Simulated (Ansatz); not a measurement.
Consider Mo in the bcc (W type) structure (space group Im-3m, No. 229; a = 3.111 Å).

All numbers come from Ansatz (a program for electronic structure) LDA, no spin-orbit coupling.

Base values:

| Quantity | Value |
|---|---|
| Volume per atom | 15.06 Å³ |

Now apply this change: hydrostatic tension (pressure −1 GPa).

Question: What happens to the volume per atom?

Answer: The volume per atom increases by 0.05 Å³ (15.06 Å³ → 15.11 Å³).

Load acts through the strain it causes; cell and atoms are relaxed under it. No phonon test of stability was made. All final runs are without spin polarisation.
